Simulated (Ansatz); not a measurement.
Consider Bi$_{2}$Te$_{3}$ in the Bi2Te3 type structure (space group R-3m, No. 166; a = 4.3871 Å, c = 30.2858 Å (hexagonal axes)).

The values are results of PBE-D3(BJ), PAW, 420 eV (Ansatz, a first-principles code; no spin-orbit coupling), not measurements.

Modification: full substitution Te → Se, then cell and atoms are relaxed.

Measured lattice parameter a: Bi2Te3 4.386 Å (temperature not stated; as listed in Xin Luo, Michael B. Sullivan, Su Ying Quek, Physical Review B (2012)); Bi2Se3 4.143 Å (temperature not stated; as listed in Xin Luo, Michael B. Sullivan, Su Ying Quek, Physical Review B (2012)).

### Question
How well does PBE-D3(BJ) reproduce the measured shift?

### Answer
With PBE-D3(BJ) the lattice parameter a moves by -0.243 Å (4.387 → 4.144) against -0.243 Å measured.

No phonon test of stability was made.
